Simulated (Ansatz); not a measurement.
# MgO, pressure series

Consider MgO in the rock salt structure (space group Fm-3m, No. 225; a = 4.214 Å).

Cell and atoms are relaxed at each pressure.

Computed with PBEsol (Ansatz, an electronic-structure program, PAW, scalar-relativistic without spin-orbit coupling).

Notes on the quantities. enthalpy: H = E + PV relative to the base's energy; hole mass: degenerate bands, along [100].

| variant | lattice parameter a | width of the top valence band | band gap | enthalpy | hole mass |
|---|---|---|---|---|---|
| base | 7.964 bohr | 1.79 eV | 4.62 eV | – | 0.38, 2.1, 2.1 mₑ (at Γ) |
| pressure −2 GPa | 7.998 bohr | 1.76 eV | 4.50 eV | -0.12 eV/atom | 0.38, 2.1, 2.1 mₑ (at Γ) |
| pressure −1 GPa | ___ | 1.78 eV | 4.56 eV | -0.06 eV/atom | 0.38, 2.1, 2.1 mₑ (at Γ) |
| pressure 0.3 GPa | 7.959 bohr | 1.79 eV | 4.64 eV | +0.02 eV/atom | 0.38, 2.1, 2.1 mₑ (at Γ) |
| pressure 0.7 GPa | 7.952 bohr | 1.80 eV | 4.66 eV | +0.04 eV/atom | 0.38, 2.1, 2.1 mₑ (at Γ) |
| pressure 1.5 GPa | 7.939 bohr | 1.80 eV | 4.71 eV | +0.09 eV/atom | 0.38, 2.1, 2.1 mₑ (at Γ) |
| pressure 3 GPa | 7.915 bohr | 1.82 eV | 4.80 eV | +0.17 eV/atom | 0.39, 2.1, 2.1 mₑ (at Γ) |
| pressure 5 GPa | 7.885 bohr | 1.84 eV | ___ | +0.29 eV/atom | 0.39, 2.0, 2.0 mₑ (at Γ) |
| pressure 7.5 GPa | ___ | 1.87 eV | 5.05 eV | +0.43 eV/atom | 0.39, 2.0, 2.0 mₑ (at Γ) |
| pressure 10 GPa | 7.815 bohr | 1.89 eV | 5.18 eV | +0.57 eV/atom | 0.40, 2.0, 2.0 mₑ (at Γ) |

Q: Fill in the withheld entries from the trend.

A: 
- pressure −1 GPa, lattice parameter a: 7.981 bohr
- pressure 5 GPa, band gap: 4.91 eV
- pressure 7.5 GPa, lattice parameter a: 7.849 bohr

Load acts through the strain it causes; cell and atoms are relaxed under it. Effective masses come from finite differences of ±0.01 Å⁻¹. Stability against distortions was not tested. No other phases were tried under pressure. The base started in Pnma and relaxed to Fm-3m at this level.
